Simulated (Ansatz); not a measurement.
We consider cubic perovskite CsSnI3 (cubic high-temperature phase), described by Hartree–Fock (PAW; Ansatz, a first-principles code).

Run with plane-wave cutoff 460 eV, 4×4×4 k mesh, Fermi–Dirac smearing 0.01 eV, scalar-relativistic PAW data made under PBE.

Energies at three volumes about the minimum:

```json
[
 {"V (Å³/atom)": "55.462", "E − E_lowest (meV/atom)": "0.96"},
 {"V (Å³/atom)": "56.605", "E − E_lowest (meV/atom)": "0.00"},
 {"V (Å³/atom)": "58.021", "E − E_lowest (meV/atom)": "1.38"}
]
```

Q: Fit a parabola by hand: where is the minimum, what lattice constant follows, and what is the bulk modulus?

A: Slopes: (0.00 − 0.96)/(56.605 − 55.462) = -0.840 and (1.38 − 0.00)/(58.021 − 56.605) = 0.975 meV/Å³. Curvature E″ = 2 × (0.975 − (-0.840))/(58.021 − 55.462) = 1.419 meV/Å⁶. From the middle of the first interval, the slope vanishes at V0 = 56.0335 − (-0.840)/1.419 = 56.625 Å³/atom. B = V0 E″ = 56.625 × 1.419 meV/Å³ × 0.1602 GPa per meV/Å³ = 12.9 GPa. With 5 atoms in the cube, a = (5 × 56.625)^(1/3) = 6.566 Å. The full Birch–Murnaghan fit to all volumes gives V0 = 56.599 Å³/atom and B0 = 12.9 GPa.

Note: the cell is over a tenth larger than the published one: the level's own overestimate first of all, though another phase or state, or a fault of the published cell, is possible; the relaxation could not lower the start's symmetry, so the cell can be a saddle point above a distorted one.
